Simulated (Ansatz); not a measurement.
Consider Sc in the hcp (Mg type) structure (space group P6_3/mmc, No. 194; a = 3.277 Å, c = 5.085 Å).

Level of theory: Kohn–Sham DFT with the PBEsol functional, run in Ansatz (a quantum-chemistry and plane-wave program) with PAW and 420 eV plane waves, no SOC.

One change was made to it. Results:

The shortest interatomic distance grows by 0.020 Å, from 3.169 Å to 3.189 Å; the c/a ratio stays 1.552.

Question: Which change produced these results?
A) pressure −1 GPa
B) pressure 4.5 GPa
C) pressure −2 GPa
D) pressure 2.1 GPa
E) pressure 15 GPa

Answer: A, pressure −1 GPa. For comparison, the shortest interatomic distance in the other runs: pressure 2.1 GPa gives 3.132 Å; pressure 15 GPa gives 2.963 Å; pressure 4.5 GPa gives 3.093 Å; pressure −2 GPa gives 3.210 Å.

Load acts through the strain it causes; cell and atoms are relaxed under it. Stability against distortions was not tested. Competing high-pressure phases were not computed. The final runs are not spin-polarised.
